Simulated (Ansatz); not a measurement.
A computed series for AlN: response to strain

Base system: AlN in the zinc blende structure (space group F-43m, No. 216; a = 4.403 Å).

Strains are applied to the cell and any free atomic positions relax.

All numbers come from Ansatz (a first-principles code) PBE, scalar-relativistic without spin-orbit coupling.

```tsv
isotropic strain (%)	pressure (GPa)
-1.26	7.9
-1.17	?
-1.12	7.0
0	0.0
```

Problem. Fit P = P₀ − Bδ with δ = (1 + ε)³ − 1 to the rows shown and predict the withheld row.

Solution. Least squares on the printed values gives P₀ = 0.0 GPa, B = 211 GPa (a mean over the range) (largest residual 0.0 GPa); this predicts 7.3 GPa, and the run gives 7.3 GPa, in agreement.

Stability against distortions was not tested. This is not the structure that AlN has at room temperature and ambient pressure.
